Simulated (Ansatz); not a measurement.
Output of an Ansatz run (abridged):

```
WARN basis.ecutwfc = 420 eV, the default
WARN ansatz: RAYON_NUM_THREADS=1 ignored (pool sized by the plan → 1); use --threads N
Pseudopotentials: kind: paw
Pseudopotential: La, paw, valence charge 11
Pseudopotential: Ti, paw, valence charge 12
Pseudopotential: Ga, paw, valence charge 13
Pseudopotential: O, paw, valence charge 6
Crystal: 10 atoms, lattice volume = 125.161 Å³
Basis set: ecut = 420 eV, 2457 PW (Γ), exchange–correlation on 80×80×54 points (8 copies of the dense FFT grid, shifted against one another)
Bands: 52, of which v1, the nominal top of the filled ones, is band 42 counted from 1 (41 counted from 0)
Symmetry: 8 space group operations
Space group: Cmmm (ITA 65), of the structure as read, at distance tolerance 5.0e-5 Å
k-points: 28 of 96
PAW frozen core: La, regenerated for the run's functional, and the local potential with it
PAW frozen core: Ti, regenerated for the run's functional, and the local potential with it
PAW frozen core: Ga, regenerated for the run's functional, and the local potential with it
PAW frozen core: O, regenerated for the run's functional, and the local potential with it
Initial density: superposition of atomic densities (neutral atoms: chi_scale 0, normalization atom), corrected by the library's trained network
Initial wavefunctions: pseudopotential atomic-orbital guess
Eigensolver: davidson
Functional: x = pbesol(κ = 0.804, μ = 0.12345679012345678), c = pbesol(β = 0.046)
SCF iter   1: F=—  HF=-18230.337746 eV  |F-HF|=—  |Δ(HF+E_count)|=         —  Δρ=1.73e-2  dr2=3.52e-1  ethr=1.77e-3  ⟨swp⟩=4.0  Hψ=5263  notcnv=0
all-band conjugate gradients solve this SCF's bands
preconditioner: auto → Kerker (q_TF=auto, 2.553 Å⁻¹)
SCF iter   2: F=—  HF=-18230.251440 eV  |F-HF|=—  |Δ(HF+E_count)|=   8.63e-2  S|Δr|=    0.00e0  Δρ=4.45e-3  dr2=4.44e-2  ethr=4.19e-4  ⟨swp⟩=2.0  Hψ=2201  notcnv=0  defer=1
SCF iter   3: F=—  HF=-18230.241627 eV  |F-HF|=—  |Δ(HF+E_count)|=   9.81e-3  S|Δr|=    0.00e0  Δρ=2.17e-3  dr2=1.37e-2  ethr=5.29e-5  ⟨swp⟩=2.0  Hψ=1787  notcnv=0  defer=1
SCF iter   4: F=—  HF=-18230.237386 eV  |F-HF|=—  |Δ(HF+E_count)|=   4.24e-3  S|Δr|=    0.00e0  Δρ=6.61e-4  dr2=1.29e-3  ethr=1.63e-5  ⟨swp⟩=2.0  Hψ=1870  notcnv=0  defer=1
SCF iter   5: F=—  HF=-18230.237062 eV  |F-HF|=—  |Δ(HF+E_count)|=   3.24e-4  S|Δr|=    0.00e0  Δρ=3.99e-4  dr2=3.59e-4  ethr=1.54e-6  ⟨swp⟩=2.0  Hψ=1878  notcnv=0  defer=1
SCF iter   6: F=—  HF=-18230.236978 eV  |F-HF|=—  |Δ(HF+E_count)|=   8.41e-5  S|Δr|=    0.00e0  Δρ=1.03e-4  dr2=4.00e-5  ethr=4.28e-7  ⟨swp⟩=2.0  Hψ=1877  notcnv=0  defer=1
SCF iter   7: F=—  HF=-18230.237128 eV  |F-HF|=—  |Δ(HF+E_count)|=   1.49e-4  S|Δr|=    0.00e0  Δρ=6.10e-5  dr2=6.41e-6  ethr=4.76e-8  ⟨swp⟩=2.0  Hψ=2127  notcnv=0  defer=5
SCF iter   8: F=—  HF=-18230.237124 eV  |F-HF|=—  |Δ(HF+E_count)|=   3.33e-6  S|Δr|=    0.00e0  Δρ=2.64e-5  dr2=1.55e-6  ethr=7.63e-9  ⟨swp⟩=2.0  Hψ=2020  notcnv=0  defer=5
SCF iter   9: F=—  HF=-18230.237124 eV  |F-HF|=—  |Δ(HF+E_count)|=   6.12e-7  S|Δr|=    0.00e0  Δρ=1.09e-5  dr2=2.63e-7  ethr=1.85e-9  ⟨swp⟩=2.0  Hψ=2024  notcnv=0  defer=6
SCF iter  10: F=-18230.237124 eV  HF=-18230.237124 eV  |F-HF|=1.16e-8  |Δ(HF+E_count)|=   1.35e-8  S|Δr|=    0.00e0  Δρ=4.78e-6  dr2=2.37e-8  ethr=1.19e-10  ⟨swp⟩=10.6  Hψ=5966  notcnv=0
SCF 1 converged in 10 iterations: F = -18230.237124 eV  dr2 = 2.37e-8
SCF converged after 10 iterations
Stability not checked (fill_not_monotonic)
Free energy (F): -18230.237124 eV
Harris-Foulkes:  -18230.237124 eV  (|F-HF|=1.16e-8)
Internal energy: -18230.242072 eV  (E = F + TS)
E sigma→0 (E₀):  -18230.238773 eV
Entropy (-TS):   0.004948 eV (0.495 meV/atom)
Fermi energy:    10.523175 eV
Step filling:    the computed levels leave a gap of 0.1691 eV = 0.6 smearing widths
--- Per-component energies (eV) ---
  E_band       = -410.734224
  E_kinetic    = 1886.329999
  E_local      = -5752.256411  (includes V_loc(G=0)·N_el)
  E_nonlocal   = 814.336723
  E_hartree    = 2328.838938
  E_xc         = -838.961208
  E_vxc        = -1010.776355  (∫ρ·V_xc dr)
  E_paw        = -10221.422035  (= ΣΔE_a)
  E_vpaw       = -1006.062877  (= ΣTr[D̂ρ^β])
  E_aug_tail   = 0.014737  (compensation charges beyond the density's cutoff)
  E_ewald      = -6448.645798
  E_core_change = 1.522983  (= ΣΔE_core)
  E_smearing   = 0.004948  (= −TS)
  E_closure    = -0.000000  (closes the sum)
  Σ components = -18230.237124   (vs F -18230.237124, Δ=0.00e0)
--- Forces (eV/Å), atoms counted from 1 ---
  atom   1  La     0.00000000     0.00000000     0.00000000
  atom   2  Ti     0.00000000     0.00000000     0.00000000
  atom   3  Ti     0.00000000     0.00000000     0.00000000
  atom   4  Ga    -0.00000000     0.00000000     0.00000000
  atom   5  O      0.00000000    -0.00000000     0.00000000
  atom   6  O      0.00000000     0.00000000     0.00000000
  atom   7  O      0.02090793     0.00000000     0.00000000
  atom   8  O     -0.02090793     0.00000000     0.00000000
  atom   9  O      0.00000000    -0.16484763     0.00000000
  atom  10  O      0.00000000     0.16484763     0.00000000
  max |Σ_I F_I| component: 3.47e-18 eV/Å
--- Stress (GPa, compression-positive) ---
      -10.943389       0.000000       0.000000
        0.000000     -10.458641       0.000000
        0.000000       0.000000     -11.173231
  P = ⅓ Tr σ = -10.8584 GPa (-108.584 kbar)
  The stress holds the Pulay correction. Without it, at fixed plane waves, as pw.x and ABINIT print it: P = -11.4738 GPa
--- Band table (eV; the first three rows and the last of 28) ---
  k-point 0: bands = ["-47.3249", "-47.3229", "-23.7258", "-23.7151", "-23.6581", "-23.6548", "-23.6535", "-23.6368", "-21.6023", "-8.1597", "-7.6322", "-7.5152", "-7.2725", "-7.1154", "-7.0802", "-5.1383", "-5.0056", "-4.5656", "-3.1609", [...]
  k-point 1: bands = ["-47.3247", "-47.3226", "-23.7251", "-23.7143", "-23.6728", "-23.6671", "-23.6543", "-23.6363", "-21.5884", "-8.2241", "-7.5271", "-7.3756", "-7.3028", "-7.0984", "-7.0196", "-5.0832", "-4.9544", "-4.7538", "-3.1604", [...]
  k-point 2: bands = ["-47.3242", "-47.3222", "-23.7236", "-23.7129", "-23.7021", "-23.6940", "-23.6532", "-23.6352", "-21.5603", "-8.4530", "-7.2692", "-7.2020", "-7.0799", "-7.0362", "-6.8815", "-5.2546", "-5.1711", "-4.6619", "-3.1611", [...]
  k-point 27: bands = ["-47.3230", "-47.3229", "-23.7389", "-23.7104", "-23.7101", "-23.6810", "-23.6776", "-23.6264", "-21.5500", "-8.0408", "-7.6307", "-7.4330", "-7.2491", "-7.2418", "-6.7298", "-4.8927", "-4.8387", "-4.3235", "-3.1648", [...]
```

The structure:

```
CELL_PARAMETERS angstrom
      3.95192    -3.97515     0.00000
      3.95192     3.97515     0.00000
      0.00000     0.00000     3.98362
ATOMIC_POSITIONS crystal
  La 0.50000 0.50000 0.50000
  Ti 0.50000 0.00000 0.00000
  Ti 0.00000 0.50000 0.00000
  Ga 0.00000 0.00000 0.50000
  O  0.50000 0.00000 0.50000
  O  0.00000 0.50000 0.50000
  O  0.29036 0.29036 0.00000
  O  0.70964 0.70964 0.00000
  O  0.23781 0.76219 0.00000
  O  0.76219 0.23781 0.00000
```

**Question.** What input produced this log?

**Answer.** Other spellings and defaults could give the same log, and not every line can be read from it. The input that was run (DFT, PBEsol, plane waves, default PAW files made with PBE):

Ansatz 0.2 input:
```yaml
crystal:
  lattice:
    - [3.951918, -3.975148, 0.000000]
    - [3.951918, 3.975148, 0.000000]
    - [0.000000, 0.000000, 3.983624]
  atoms:
    - { symbol: La, position: [0.500000, 0.500000, 0.500000] }
    - { symbol: Ti, position: [0.500000, 0.000000, 0.000000] }
    - { symbol: Ti, position: [0.000000, 0.500000, 0.000000] }
    - { symbol: Ga, position: [0.000000, 0.000000, 0.500000] }
    - { symbol: O, position: [0.500000, 0.000000, 0.500000] }
    - { symbol: O, position: [0.000000, 0.500000, 0.500000] }
    - { symbol: O, position: [0.290360, 0.290360, 0.000000] }
    - { symbol: O, position: [0.709640, 0.709640, 0.000000] }
    - { symbol: O, position: [0.237810, 0.762190, 0.000000] }
    - { symbol: O, position: [0.762190, 0.237810, 0.000000] }
kpoints:
  mp_grid: { grid: [4, 4, 6] }
hamiltonian:
  xc: pbesol
  pseudopotentials: { kind: paw }
scf:
  occupations: { method: cold, width: 0.272 eV }
output:
  forces: true
  eigenvalues: true
  stress: true
```

The starting cell comes from a database of computed structures (which also holds hypothetical and non-ambient phases and stackings), without a prior relaxation at this level. Its lattice was rescaled by a random factor within 2.5 % of one. Spin polarisation is off, so a magnetic state, if there is one, cannot be reached. With a pressure of about -11 GPa the cell is away from its equilibrium volume at this level. Ansatz's pressure includes its estimate of the finite-basis (Pulay) stress. Without the estimate this run gives -11.47 GPa.

Ansatz is a program for electronic structure.
